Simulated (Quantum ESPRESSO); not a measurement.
**Parameter sweep on Re (P-1, 2 atoms in the cell)**

```
CELL_PARAMETERS angstrom
      2.76534     0.00000     0.00000
     -1.38267     2.39486     0.00000
      0.00000     0.00000     4.47358
ATOMIC_POSITIONS crystal
  Re 0.31653 0.66728 0.26108
  Re 0.68347 0.33272 0.73893
```

Base run A: LDA (PZ), GBRV 1.5 ultrasoft (LDA) pseudopotentials (Quantum ESPRESSO), self-consistent single point.

Its settings: ecutwfc = 40 Ry; ecutrho = 320 Ry; occupations = smearing; smearing = fd; degauss = 0.0073499 Ry; potentials = {Re: re_lda_v1.2.uspp.F.UPF}; K_POINTS = automatic 12 12 6 0 0 0; conv_thr = 1e-11 Ry.

The starting cell comes from a database of computed structures (which also holds hypothetical and non-ambient phases and stackings), without a prior relaxation at this level. Its atoms were displaced at random from the sites of space group no. 194. Spin polarisation is off. In the base run, with a pressure of about -11 GPa the cell is away from its equilibrium volume at this level.

Run A gave: pressure (GPa) -10.81; largest force (eV/Å) 0.643.

Runs:
- B: pseudopotentials: {Re: re_lda_v1.2.uspp.F.UPF} → {Re: Re_pbe_v1.2.uspp.F.UPF}; input_dft: default → pbesol [PBEsol]
- C: pseudopotentials: {Re: re_lda_v1.2.uspp.F.UPF} → {Re: Re_pbe_v1.2.uspp.F.UPF}; input_dft: default → blyp [BLYP]
- D: pseudopotentials: {Re: re_lda_v1.2.uspp.F.UPF} → {Re: Re_pbe_v1.2.uspp.F.UPF}; input_dft: default → wc [Wu-Cohen GGA]
- E: pseudopotentials: {Re: re_lda_v1.2.uspp.F.UPF} → {Re: Re_pbe_v1.2.uspp.F.UPF}; input_dft: default → vdw-df2 [vdW-DF2]
- F: pseudopotentials: {Re: re_lda_v1.2.uspp.F.UPF} → {Re: Re_pbe_v1.2.uspp.F.UPF}; input_dft: default → vdw-df-cx [vdW-DF-cx]
- G: pseudopotentials: {Re: re_lda_v1.2.uspp.F.UPF} → {Re: Re_pbe_v1.2.uspp.F.UPF}; input_dft: default → rvv10 [rVV10]

### Question
What does run G change against A?

### Answer
The pressure goes from -10.81 to 12.27 GPa and the largest force goes from 0.643 to 0.977 eV/Å.

### Question
What does run C change against A?

### Answer
The pressure goes from -10.81 to 18.79 GPa and the largest force goes from 0.643 to 0.773 eV/Å.

### Question
What does run F change against A?

### Answer
The pressure goes from -10.81 to -4.89 GPa and the largest force goes from 0.643 to 0.716 eV/Å.

```tsv
run	pressure (GPa)	largest force (eV/Å)
A	-10.81	0.643
B	-4.90	0.711
C	18.79	0.773
D	-2.42	0.730
E	24.87	0.949
F	-4.89	0.716
G	12.27	0.977
```

Left out of this page: 4 runs of the series held back from this collection.
